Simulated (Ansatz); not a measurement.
An Ansatz (an electronic-structure program) input (LDA in Ansatz (plane waves to 420 eV, PAW, spin-orbit coupling left out)):

Ansatz 0.2 input:
```yaml
crystal:
  lattice:
    - [2.6220862849, 0, 0]
    - [1.3110431425, 2.2707933336, 0]
    - [1.3110431425, -0.7569311112, 2.1815749515]
  atoms:
    - { symbol: Rh, position: [0, 0, 0] }
basis: { ecutwfc: 420, ecutrho_ratio: 4, xc_grid: 2, fft_grid_basis: typed }
kpoints: { mp_grid: { grid: [30, 30, 30] } }
hamiltonian:
  xc: lda
  dispersion: none
  pseudopotentials: { kind: paw }
scf: { occupations: { method: fermi_dirac, width: 0.1 } }
relax: { f_tol: 0.005, max_steps: 50, cell: { stress_tol: 0.01, fix: [a, b, gamma] } }
output: { forces: true, stress: true }
checkpoint: { write: state.ck, write_every: 1000 }
```

**Question.** Which symmetry and how many k-points will the program report, and about how many plane waves at Γ?

**Answer.** Space group R-3m (ITA 166) with 12 operations, k-points 2496 of 27000, and 259 plane waves at Γ.

**Question.** And the final pressure?

**Answer.** 6.16 GPa (compression positive).

The cells carry an imposed strain or load. Whether these cells are dynamically stable was not tested. All final runs are without spin polarisation. The cell was made from Rh in the fcc (Cu type) structure (space group Fm-3m, No. 225) by this change: biaxial strain −1.25 %, plane normal [111], relaxed out of plane.
